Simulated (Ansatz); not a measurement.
Amorphous Ti20O43Sc2, 65 atoms at 3.60 g/cm³, one PBE-relaxed geometry, zone centre. Methods: PBE, scalar-relativistic without spin-orbit coupling (Ansatz, a quantum-chemistry and plane-wave program); r2SCAN, scalar-relativistic without spin-orbit coupling (Ansatz); HSE06, scalar-relativistic without spin-orbit coupling (Ansatz). Plane waves to 420 eV (r2SCAN 500 eV); exact exchange is cut at the cell's faces. All rungs ran without spin polarisation.

Preparation: random packing, a CHGNet melt and quench, and a DFT relaxation. O atoms were pushed apart under 1.9 Å during the dynamics, to hinder bonds among them. The hot cell started wider than the set density and was brought back towards it in steps. It is the lowest in DFT energy of 2 quenches. It is a model cell: composition and starting density were chosen by hand, and all elements were melted together. No dispersion term was used. Its density started from a set value of 3.60 and ended at 3.60 g/cm³. Cooling (nominally 240 K/ps over its main leg) ran many orders faster than in experiment, which tends to leave more defects and strain. A cell of this size samples the disorder only roughly. The volume was held where the preparation left it and the shape relaxed, at a PBE pressure of 0.9 GPa. Stress components on the final sampling reach 0.9 GPa.

The relaxation ran on the zone centre alone. At PBE the gap is 2.59 eV on a 2×2×2 Γ-centred mesh, and the spacing at the zone centre alone 2.76 eV.

What zone-centre spacing does r2SCAN give, roughly?

3.10 eV (+0.34 eV against PBE).

What zone-centre spacing does HSE06 give, roughly?

4.26 eV (+1.50 eV against PBE).

The highest filled and the lowest empty state spread over these numbers of atoms (participation numbers): PBE: 18.7 and 13.0; r2SCAN: 16.9 and 12.3; HSE06: 16.3 and 12.4.
